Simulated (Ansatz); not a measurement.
# How the lattice constant a of Ta2AlB2 (model structure, started from the Ti2InB2 type, P-6m2, No. 187, 5 atoms in the cell) moves with the method

No measured value is used here.

| level (code) | value (Å) |
|---|---|
| LDA (Ansatz) | 3.058 |
| PBE (Ansatz) | ___ |
| PBEsol (Ansatz) | 3.079 |
| r²SCAN (Ansatz) | 3.085 |

Problem. Fill in the missing entries.

Solution. 
- PBE (Ansatz, an electronic-structure program), value (Å): 3.099

Density-functional levels without +SOC have no spin–orbit coupling. Cutoffs differ between the levels. Ansatz's density-functional and Hartree–Fock values are scalar-relativistic unless marked +SOC, with PAW data made under PBE.

A model structure was made by putting elements into a prototype or built by hand; it is no filed structure, need not be a known phase, and can be a saddle point held by its symmetry.
